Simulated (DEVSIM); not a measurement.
Structure: Al/Si3N4/p-In0.53Ga0.47As capacitor, at 300 K.

Layer 1 from the left is Si3N4, thickness (nm) 9.90. Layer 2 from the left is In0.53Ga0.47As, thickness (nm) 3700, Na (cm⁻³) 2.4e16.

Metal gate on the left, work function 4.1 eV. Fixed charge at the semiconductor interface -1.7e11 cm⁻² (in units of +e); no interface traps.

Constants are typed, rounded textbook-type inputs, not results; the design itself was drawn at random and stands for no fabricated device. Values at 300 K.

Si3N4: gap (eV) 5.1, affinity (eV) 2.1, permittivity 7.5. In0.53Ga0.47As: gap (eV) 0.74, affinity (eV) 4.51, permittivity 13.9, Nc (cm⁻³) 2.1e17, Nv (cm⁻³) 7.7e18.

Estimate by hand the flat-band voltage, the threshold voltage, and compare with a numerical solution.


- Flat-band voltage: C = 0.671 μF/cm², work-function difference -1.001 V; VFB = φms − qNf/C = -0.96 V; numerical -0.96 V.
- Threshold voltage: φF = 0.267 V, depletion charge √(4εqNφF) = 7.11e-8 C/cm²; VT = VFB + 2φF + Qd/C = -0.32 V; numerical -0.32 V.

Simulated with DEVSIM: 1D Poisson equation in equilibrium, Boltzmann statistics, complete ionisation; no quantum confinement or tunnelling. Metal contacts follow the ideal Schottky-Mott rule: no Fermi-level pinning, no interface dipoles.
